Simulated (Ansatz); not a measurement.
The starting structures come from a database of crystals and need not be the phases stable at ambient conditions.

 Where the default PAW files enter, the runs use the earlier of Ansatz's two default sets.

Inside the gap of an insulator the Bloch states are evanescent, with a wavenumber k + iκ along the transport direction.

```yaml
crystal:
  lattice:
    - [3.33360, 0.00000, 0.00000]
    - [0.00000, 6.50500, 0.00000]
    - [0.00000, 0.00000, 5.55640]
  atoms:
    - { symbol: Hf, position: [0.75000, 0.89213, 0.75132] }
    - { symbol: Hf, position: [0.25000, 0.10787, 0.24868] }
    - { symbol: Hf, position: [0.25000, 0.39213, 0.74868] }
    - { symbol: Hf, position: [0.75000, 0.60787, 0.25132] }
    - { symbol: O, position: [0.25000, 0.65855, 0.97921] }
    - { symbol: O, position: [0.75000, 0.34145, 0.02079] }
    - { symbol: O, position: [0.75000, 0.15855, 0.52079] }
    - { symbol: O, position: [0.25000, 0.84145, 0.47921] }
    - { symbol: O, position: [0.25000, 0.07660, 0.86050] }
    - { symbol: O, position: [0.75000, 0.92340, 0.13950] }
    - { symbol: O, position: [0.75000, 0.57660, 0.63950] }
    - { symbol: O, position: [0.25000, 0.42340, 0.36050] }
```

Space group of this cell: Pnma. The cell is taken as given; by r2SCAN its mean pressure is -3.3 GPa.

Transport runs along the normal of the first two printed cell vectors.

The gap is the functional's own. No spin-orbit coupling. Mid-gap values are interpolated on the energy grid.

Problem. Estimate the band gap and the smallest decay constant κ at mid-gap that r2SCAN (Ansatz, an electronic-structure program) returns for this system.

Solution. Gap 3.98 eV on a 10×6×6 mesh; κ = 0.452 1/Å, at the zone centre.
